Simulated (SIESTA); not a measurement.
A self-consistent single point of Ag3Au (I4mm, 4 atoms in the cell) with SIESTA.

Computed with GGA PBEsol, numerical atomic orbitals DZP, PseudoDojo PBEsol standard norm-conserving potentials (rewritten from UPF to PSML) (SIESTA 5.4.2).

```
Ag3Au
1.0
   -2.05332     2.05332     4.08531
    2.05332    -2.05332     4.08531
    2.05332     2.05332    -4.08531
Ag Au
3 1
Cartesian
  0.00000   2.05332   2.04265
  2.05332   0.00000   2.04265
  0.00000   0.00000   4.13530
  0.00000   0.00000   0.00000
```

Reference input (self-consistent single point, DFT, GGA PBEsol, numerical atomic orbitals DZP, PseudoDojo PBEsol standard norm-conserving potentials (rewritten from UPF to PSML)): XC.functional = GGA; XC.authors = PBEsol; potentials = PseudoDojo PBEsol standard; PAO.BasisSize = DZP; PAO.EnergyShift = 0.005 Ry; MeshCutoff = 350 Ry; kgrid.MonkhorstPack = 5 5 5; OccupationFunction = MP; OccupationMPOrder = 0; ElectronicTemperature = 1160.45 K; MaxSCFIterations = 150; SCF.Mixer.Method = Pulay. This run's input differs from it in these lines:

```diff
@@ -30,5 +30,5 @@
 %block kgrid.MonkhorstPack
-    5   0   0  0.0
-    0   5   0  0.0
-    0   0   5  0.0
+   11   0   0  0.0
+    0  11   0  0.0
+    0   0  11  0.0
 %endblock kgrid.MonkhorstPack
```

Log, with long lists cut:

```
        iscf     Eharris(eV)        E_KS(eV)     FreeEng(eV)     dDmax    Ef(eV) dHmax(eV)
   scf:    1   -16617.745138   -16644.336745   -16644.344028  2.252951 -1.303661 11.878327
   scf:    2   -16653.011329   -16648.891730   -16648.898311  0.245044 -1.701832  8.486120
   scf:    3   -16656.567120   -16654.190309   -16654.195702  0.538463 -2.567416  0.571644
   scf:    4   -16654.195779   -16654.200187   -16654.205334  0.051201 -2.634637  0.306377
   scf:    5   -16654.205929   -16654.204726   -16654.209984  0.025418 -2.640649  0.102192
   [... 5 lines left out ...]
   scf:   11   -16654.205209   -16654.205187   -16654.210520  0.002554 -2.679820  0.007653
   scf:   12   -16654.205189   -16654.205189   -16654.210523  0.000637 -2.679753  0.002747
   scf:   13   -16654.205190   -16654.205189   -16654.210523  0.000164 -2.679807  0.000007
   scf:   14   -16654.205189   -16654.205189   -16654.210523  0.000000 -2.679807  0.000005
SCF Convergence by DM+H criterion
max |DM_out - DM_in|         :     0.0000003054
max |H_out - H_in|      (eV) :     0.0000045230
SCF cycle converged after 14 iterations

Using DM_out to compute the final energy and forces

siesta: E_KS(eV) =           -16654.2052

siesta: E_KS - E_eggbox =    -16654.2052

siesta: Atomic forces (eV/Ang):
     1   -0.000086    0.000094    0.148145
     2    0.000094   -0.000086    0.148145
     3   -0.000017   -0.000017   -0.259393
     4   -0.000024   -0.000024   -0.038082
   Tot   -0.000034   -0.000034   -0.001186
   Max    0.259393
   Res    0.096880    sqrt( Sum f_i^2 / 3N )
   Max    0.259393    constrained

Stress tensor Voigt[x,y,z,yz,xz,xy] (kbar):       52.36       52.36       49.24        0.62        0.62        0.45
(Free)E + p*V (eV/cell)   -16656.4172
   [... lines left out ...]
siesta: FreeEng =    -16654.210523
siesta: Cell volume =         68.896762 Ang**3
siesta:         -51.31679169        -47.71543585  kBar
   [... lines left out ...]
              0.232   1.802   1.801   1.846   1.801   1.832   0.081   0.079

              0.075   0.079   0.087

mulliken: Qtot =       76.000

Mulliken Atomic Populations:
Atom #   charge [q] valence [e]  Species
     1     0.076595   18.923405  Ag
     2     0.076595   18.923405  Ag
     3     0.050798   18.949202  Ag
     4    -0.203988   19.203988  Au
 Total    -0.000000
```

The run converged in 14 iterations. Against the reference run the free energy drops by 6.4 meV/atom, the pressure goes from -4.60 to -5.13 GPa and the largest force goes from 0.244 to 0.259 eV/Å.

The starting cell comes from a database of computed structures (which also holds hypothetical and non-ambient phases and stackings), without a prior relaxation at this level. Its lattice was rescaled by up to half a per cent. One atom was moved a little off its site on purpose. Values carry the incompleteness of an atom-centred basis. With a pressure of about -5 GPa the cell is away from its equilibrium volume at this level.

Cost on one core of a shared machine: roughly 2 min.
